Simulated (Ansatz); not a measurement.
Consider GaN in the zinc blende structure (space group F-43m, No. 216; a = 4.498 Å). Axes: x, y, z lie along the cube axes.

All numbers come from Kohn–Sham DFT with the r2SCAN functional, run in Ansatz (a program for electronic structure) with PAW and 500 eV plane waves, scalar-relativistic without spin-orbit coupling.

Perturbation: every lattice vector is shortened by 3.00 %; the atoms relax in the strained cell.

Problem. Predict the stress tensor and what it implies for the stiffness.

Solution. Stress of the strained cell less that of the base (GPa, compression positive):
```
  21.85    0.00    0.00
   0.00   21.85    0.00
   0.00    0.00   21.85
```

Then B = −ΔP/(ΔV/V₀) with ΔV/V₀ = -0.0873 gives secant stiffness values (nonlinear terms included at this strain): B ≈ 250 GPa.

As a check, the harmonic strain energy −½ V₀ Δσ:ε is 70 meV/atom; the computed energy rise is 62 meV/atom.

Whether these cells are dynamically stable was not tested. This is not the structure that GaN has at room temperature and ambient pressure.
